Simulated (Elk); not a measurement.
Band structure of TiTe (P6_3/mmc, 4 atoms in the cell).

```
TiTe
1.0
    3.59125     0.00000     0.00000
   -1.79563     3.11011     0.00000
    0.00000     0.00000     7.14360
Ti Te
2 2
Direct
  0.00000   0.00000   0.50000
  0.00000   0.00000   0.00000
  0.66667   0.33333   0.25000
  0.33333   0.66667   0.75000
```

Method: PBEsol, all-electron FP-LAPW, Elk's shipped species files, LAPW+lo basis (Elk).

Settings: xctype = 22; rgkmax = 8; stype = 3; swidth = 0.00367493 Ha; ngridk = 7 7 3; gmaxvr = 16 1/bohr; nxoapwlo = 1; rmtscf = 0.97.

The starting cell comes from a database of computed structures (which also holds hypothetical and non-ambient phases and stackings), without a prior relaxation at this level. Its lattice was rescaled by a random factor within 2.5 % of one. Spin-orbit coupling is off. Spin polarisation is off, so a magnetic state, if there is one, cannot be reached. Values depend on the basis (sphere radii, cutoffs, local orbitals), which need not be converged.

Levels in eV from the Fermi level, bands 25 to 32:
```
point     25     26     27     28     29    30    31    32
-----  -----  -----  -----  -----  -----  ----  ----  ----
Γ      -1.83  -0.15  -0.15  -0.01  -0.01  0.23  0.23  0.83
M      -3.25  -2.00  -1.69  -0.88   0.49  1.37  1.50  1.57
K      -4.24  -4.24  -0.16  -0.16   0.79  0.79  0.83  1.49
A      -1.86  -1.86   0.06   0.06   0.29  0.29  0.29  0.29
L      -2.76  -2.76  -1.16  -1.16   1.43  1.43  1.47  1.47
H      -4.05  -4.05  -0.52  -0.52   1.15  1.15  1.45  1.45
```

Bands cross the Fermi level along this path, so the cell is metallic at this level.
